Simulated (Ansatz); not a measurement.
# Refining one setting for Hf (P6_3/mmc, 4 atoms in the cell)

```xyz
4
Lattice="3.1093 0.0000 0.0000 -1.5546 2.6927 0.0000 0.0000 0.0000 10.0042" Properties=species:S:1:pos:R:3 pbc="T T T"
Hf     0.0000     0.0000     0.0000
Hf     0.0000     0.0000     5.0021
Hf     0.0000     1.7952     2.5010
Hf     1.5546     0.8976     7.5031
```

Method: PBE, PAW files (plane waves; Ansatz, a quantum-chemistry and plane-wave program).

The starting cell was generated: these elements placed on a structure prototype, without a prior relaxation; it need not be a known phase or ordering of this composition. Its lattice was rescaled by a random factor within 2.5 % of one. In the base run, with a pressure of about 10 GPa the cell is away from its equilibrium volume at this level. Ansatz's pressure includes its estimate of the finite-basis (Pulay) stress.

Held fixed: kpoints.mp_grid.grid = 12 12 4; hamiltonian.xc = pbe; hamiltonian.pseudopotentials = {kind: paw} (an earlier, softer set of the program's PAW files); scf.occupations.method = cold; scf.occupations.width = 0.136 eV.

ΔF is the free energy per atom less that of the last row (840 eV).

The first pressure column holds Ansatz's estimate of the finite-basis (Pulay) stress, which hides part of the cutoff error; the other is without it.

| basis.ecutwfc | ΔF (meV/atom) | pressure (GPa) | pressure at a fixed set of plane waves (GPa) | plane waves | iterations |
|---|---|---|---|---|---|
| 170 eV | 12322.9 | 2.97 | -377.21 | 435 | 8 |
| 210 eV | 3093.2 | 9.08 | -100.77 | 587 | 8 |
| 250 eV | 772.2 | 9.61 | -28.94 | 727 | 8 |
| 295 eV | 92.3 | 9.65 | 2.00 | 983 | 9 |
| 335 eV | 10.0 | 9.64 | 8.80 | 1169 | 9 |
| 380 eV | 2.7 | 9.54 | 9.46 | 1387 | 9 |
| 420 eV | 1.49 | 9.53 | 9.48 | 1641 | 9 |
| 485 eV | 0.55 | 9.53 | 9.52 | 2051 | 9 |
| 545 eV | 0.34 | 9.53 | 9.52 | 2409 | 9 |
| 630 eV | 0.19 | 9.53 | 9.52 | 3005 | 9 |
| 735 eV | 0.10 | 9.53 | 9.52 | 3753 | 9 |
| 840 eV | 0.00 | 9.52 | 9.52 | 4661 | 9 |

Pressure within 1 GPa of the last row: from basis.ecutwfc = 210 eV on; the one before it is off by 6.5 GPa. The value it settles on is 9.5 GPa at this level of theory and with the other settings as held.

Keys are those of Ansatz 0.2.
